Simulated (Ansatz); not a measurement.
## SnSe in the GeS type structure (space group Pnma, No. 62; layered, stacked along the Cartesian x axis)

```xyz
8
Lattice="11.4932 0.0000 0.0000 0.0000 4.1690 0.0000 0.0000 0.0000 4.3845" Properties=species:S:1:pos:R:3 pbc="T T T"
Sn     1.3548     1.0422     0.4159
Sn     4.3918     3.1267     2.6082
Sn    10.1384     3.1267     3.9686
Sn     7.1014     1.0422     1.7763
Se     9.8492     1.0422     2.0934
Se     7.3906     3.1267     4.2857
Se     1.6440     3.1267     2.2911
Se     4.1026     1.0422     0.0988
```

All numbers come from PBE-D3(BJ) (Ansatz, an electronic-structure program), no spin-orbit coupling. Settings: 3×8×8 k-points, 0.05 eV Fermi–Dirac smearing.

```json
{
 "volume_per_atom": "26.26 Å³",
 "density": "6.25 g/cm³",
 "band_gap": "0.46 eV (uncertain: the edges found on the path are not clean extrema)",
 "total_energy": "-5747.439 eV/atom (σ→0; compares only within this code and set-up)"
}
```

Whether these cells are dynamically stable was not tested. The program warned that a D3 coordination switch lies within reach, so dispersion energies are less smooth here.
